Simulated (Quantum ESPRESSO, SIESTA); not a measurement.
**Equation of state of fcc Al (space group 225): energy against volume (SIESTA, LDA)**

```xyz
1
Lattice="0.0000 1.9462 1.9462 1.9462 0.0000 1.9462 1.9462 1.9462 0.0000" Properties=species:S:1:pos:R:3 pbc="T T T"
Al     0.0000     0.0000     0.0000
```

Level of theory: LDA PW92, numerical atomic orbitals DZP, PseudoDojo LDA standard norm-conserving potentials (rewritten from UPF to PSML) (SIESTA). Settings: XC.functional = LDA; XC.authors = PW92; potentials = PseudoDojo LDA standard; PAO.BasisSize = DZP; PAO.EnergyShift = 0.01 Ry; MeshCutoff = 520 Ry; kgrid.MonkhorstPack = 25 25 25; OccupationFunction = FD; ElectronicTemperature = 0.05 eV; MaxSCFIterations = 150; SCF.Mixer.Method = Pulay; SCF.Mixer.Weight = 0.1; SCF.Mixer.History = 8; SCF.DM.Tolerance = 1.0E-05. The cell above is the first row's. The rows scale it uniformly. In all rows the k mesh is held. E is the free energy at the stated smearing, counted from the lowest row.

| V (Å^3/atom) | E (meV/atom) |
|---|---|
| 14.744 | ? |
| 15.065 | 7.40 |
| 15.385 | 1.83 |
| 15.706 | 0.00 |
| 16.026 | 1.46 |
| 16.347 | 5.82 |
| 16.667 | 12.79 |
| 16.988 | 22.09 |
| 17.308 | 33.48 |

**Question.** Using the third-order Birch-Murnaghan form, a cubic in V^(-2/3), estimate the missing E at V = 14.744 from the other rows, showing the fit.

**Answer.** With u = V^(-2/3) - 0.156, the rows have u = 0.007941, 0.005660, 0.003449, 0.001320, -0.000747, -0.002740, -0.004677, -0.006548. Least squares gives E = 3.900 - 2315.66·u + 340935·u² + 756767·u³. Residuals (row less fit): 0.011, -0.023, 0.000, 0.021, 0.000, 0.001, -0.021, 0.011; standard error 0.020 (degrees of freedom: 4). Its minimum lies at u = 0.003358, so V0 = (0.159358)^(-3/2) = 15.72. There d²E/du² = 697100 and d³E/du³ = 4541000, so B0 = (4/9) × 15.72^(-7/3) × 697100 × 0.160218 = 80.2 GPa (the last factor turns the table's units into GPa), and B0' = 4 + (2/3) × 0.159358 × (4541000)/697100 = 4.7. The program's pressures in the fitted runs (not shown) pass through zero at V = 15.72, 0.01 % from this V0. At the withheld row, u = 0.010312, so E = 3.900 - 2315.66 × 0.010312 + 340935 × 0.010312² + 756767 × 0.010312³ = 17.105 meV/atom. The calculation gives 17.24 meV/atom, 0.135 meV/atom above the prediction (0.4 % of the range of E in the table). The row lies outside the fitted rows, so this is an extrapolation. From the scatter of the fitted rows alone, a prediction at this place has a standard error of 0.060 meV/atom, so the miss is 2.3 times that.

Carrying the step between the two nearest rows on in a straight line would have given 12.99, off by 4.25; series whose last step already gives the withheld value aren't shown. The scan was laid around a cell of about the measured size, scaled by a guess for this functional. A plane-wave scan with the same functional (Quantum ESPRESSO, GBRV) gives V0 = 15.80 Å^3/atom and B0 = 84.0 GPa; a Birch-Murnaghan fit to all rows here lies -0.5 % from it in V0 and -4 % in B0; the two differ in basis, and may differ in potentials and mesh. Values carry the incompleteness of an atom-centred basis. Cutoffs and mesh are single choices, not tested for convergence of this quantity. Series with a scatter that would blur these digits, or in which a gap closes, are not shown. Nor are scans whose minimum lies at an end fitted in this form.
